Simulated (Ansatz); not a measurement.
Start from YN in the rock salt structure (space group Fm-3m, No. 225; a = 4.8562 Å). Axes: x, y, z lie along the cube axes.

Computed with PBEsol/PAW in Ansatz (a quantum-chemistry and plane-wave program), no SOC.

Before the change:

Valence-band top at Γ: 0.00, 0.00, 0.00 eV

The change: the cell is stretched by 3.00 % along z with no lateral relaxation; the atoms relax in the strained cell.

Problem. Estimate the effect on the energy relative to the base.

Solution. The energy grows by 12 meV/atom.

Problem. What does the calculation give for the valence-band top at Γ after the change?

Solution. The valence-band top at Γ (three highest levels, from the VBM) becomes 0.00, 0.00, -0.12 eV (base: 0.00, 0.00, 0.00 eV).

The levels and masses belong to the bands next to the band gap. No phonon test of stability was made.
